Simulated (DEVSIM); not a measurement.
Device: Schottky contact on n-type Si, at 300 K.

```csv
layer (left to right),material,thickness (μm),Nd (cm⁻³),τn (s),τp (s)
1,Si,0.320,2.7e17,2.7e-7,2.7e-7
```

Left contact: Schottky, work function 4.74 eV, emission velocity 4.6e6 cm/s. Right contact: ohmic. Voltage is applied to the left contact. Recombination: SRH at mid-gap, radiative, Auger. Gap narrowing is on: ΔEg = 6.92 meV × (l + √(l² + 0.5)), l = ln(N/1.3e17 cm⁻³), shared equally by both band edges. Mobility is μmin + (μ − μmin)/(1 + (N/Nref)^α).

This is a model device: material constants are rounded textbook-type values typed into the input, and sizes, dopings and lifetimes were drawn at random. Values at 300 K; Nc and Nv go as T^1.5, mobilities as T to minus their exponent, the gap by Varshni's rule with the affinity fixed.

| parameter | Si |
|---|---|
| gap (eV) | 1.124 |
| affinity (eV) | 4.05 |
| permittivity | 11.7 |
| Nc (cm⁻³) | 2.86e19 |
| Nv (cm⁻³) | 3.1e19 |
| μn (cm²/Vs) | 1417 |
| μp (cm²/Vs) | 470 |
| μn,min | 52 |
| μp,min | 45 |
| Nref,n | 9.7e16 |
| Nref,p | 2.2e17 |
| αn | 0.68 |
| αp | 0.72 |
| T exponent of μn | 2.3 |
| T exponent of μp | 2.2 |
| B (cm³/s) | 4.7e-15 |
| Cn (cm⁶/s) | 2.8e-31 |
| Cp (cm⁶/s) | 9.9e-32 |
| Varshni α (eV/K) | 0.000473 |
| Varshni β (K) | 636 |

Model (solved in DEVSIM): 1D drift-diffusion, Boltzmann statistics, complete ionisation; no tunnelling, impact ionisation, image-force lowering or self-heating. Metal contacts follow the ideal Schottky-Mott rule: no Fermi-level pinning, no interface dipoles.

The temperature was swept, all else fixed.

```
temperature (K)  largest field in the device at zero bias (V/cm)  dark forward voltage at 100 A/cm² (V)  potential step across the device at zero bias (V)
---------------  -----------------------------------------------  -------------------------------------  -------------------------------------------------
250                                                       220000                                  0.427                                              0.589
300                                                       210000                                  0.369                                              0.563
350                                                       200000                                  0.311                                              0.536
400                                                       200000                                  0.251                                              0.508
450                                                       190000                                  0.191                                              0.480
500                                                       180000                                  0.133                                              0.450
```

From the first row to the last the largest field in the device at zero bias goes from 220000 to 180000. From the first row to the last the dark forward voltage at 100 A/cm² goes from 0.427 to 0.133.
